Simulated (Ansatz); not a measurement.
The reference is Pt in the fcc (Cu type) structure (space group Fm-3m, No. 225; a = 3.942 Å; relaxed with 0.1 eV smearing). Axes: x, y, z lie along the cube axes.

Method: r2SCAN (Ansatz, a program for electronic structure, PAW, no spin-orbit coupling).

It is then changed as follows: biaxial strain −2.50 %, plane normal [001], relaxed out of plane (Cartesian); in-plane vectors clamped, the third vector and the atoms free.

Question: Estimate the effect on the out-of-plane strain.

Answer: The out-of-plane strain is +3.56 %.

Question: What happens to the energy relative to the base?

Answer: The energy increases by 16 meV/atom.

Stability against distortions was not tested. All final runs are without spin polarisation.
